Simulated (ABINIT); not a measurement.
Worked example: self-consistent single point of NbC (Fm-3m, 2 atoms in the cell) in ABINIT.

Computed with PBEsol, spin-orbit coupling, PAW (JTH v2.0 PBE PAW, files made for PBE) (plane waves; ABINIT).

```xyz
2
Lattice="0.0000 2.2540 2.2540 2.2540 0.0000 2.2540 2.2540 2.2540 0.0000" Properties=species:S:1:pos:R:3 pbc="T T T"
Nb     0.0000     0.0000     0.0000
C      2.2540     2.2540     2.2540
```

Reference input (self-consistent single point, DFT, PBEsol, plane waves, PAW (JTH v2.0 PBE PAW, files made for PBE)): pseudos = [Nb.GGA_PBE-JTH.xml, C.GGA_PBE-JTH.xml]; ecut = 21 Ha; pawecutdg = 42 Ha; pawxcdev = 0; ixc = -116133; occopt = 7; tsmear = 0.1 eV; ngkpt = 17 17 17; nshiftk = 1; shiftk = 0 0 0; potentials = JTH v2.0 PBE PAW; nband = 14. This run's input differs from it in these lines:

```diff
@@ -19,6 +19,8 @@
 ixc -116133
+nspinor 2
+nspden 1
 occopt 7
 tsmear 0.1 eV
-nband 14
-kptopt 1
+nband 29
+kptopt 4
 ngkpt 17 17 17
```

Log, with long lists cut:

```
 beta integral value:      -0.479015E+01
 pspatm: atomic psp has been read  and splines computed

   3.40575886E+02                                ecore*ucvol(ha*bohr**3)
 ==== Info on pseudopotentials ====
  PAW calculation
  Number of pseudopotentials ..    2
  Number of types of atoms   ..    2
  Calculation with spin-orbit coupling
  Nonlocal part applied using real spherical harmonics
  Max number of non-local projectors over l and type   2
  Highest angular momentum +1 .......   3
  Max number of (l,n)   components ..   6
  Max number of (l,m,n) components ..  18

 Pseudo-Core Charge Info:
   Number of radial points for pseudo-core charge ..    1
   XC core-correction treatment (optnlxccc) ........    1
   Radius for pseudo-core charge for each type .....

  - Atom type    1 has pseudo-core radius .. 80.0000
  - Atom type    2 has pseudo-core radius .. 80.0000

 Info on the Q-grid used for form factors in spline form:
   Number of q-points for radial functions ffspl ..   3001
   Number of q-points for vlspl ...................   3001
   vloc is computed in Reciprocal Space

  XC functional for type 1 is -101130
  XC functional for type 2 is -101130

 symatm: atom number 1 is reached starting at atom
   1  1  1  1  1  1  1  1  1  1  1  1  1  1  1  1  1  1  1  1  1  1  1  1
 symatm: atom number 2 is reached starting at atom
   2  2  2  2  2  2  2  2  2  2  2  2  2  2  2  2  2  2  2  2  2  2  2  2

--- !BUG
src_file: m_inwffil.F90
src_line: 2703
mpi_rank: 0
message: |
    When nspinor2 is 2, nbd2 must be even, while it is nbd2=29
...

  Action: contact ABINIT group (please attach the output of `abinit -b`)

 abinit_abort: decision taken to exit. Check above messages for more info
Abort(13) on node 0 (rank 0 in comm 0): application called MPI_Abort(MPI_COMM_WORLD, 13) - process 0

--- !BUG
src_file: m_inwffil.F90
src_line: 2703
mpi_rank: 0
message: |
    When nspinor2 is 2, nbd2 must be even, while it is nbd2=29
...

  Action: contact ABINIT group (please attach the output of `abinit -b`)
```

The program stopped before any SCF iteration. 

The starting cell comes from a database of computed structures (which also holds hypothetical and non-ambient phases and stackings), without a prior relaxation at this level. The potentials were made for another functional than the one used.
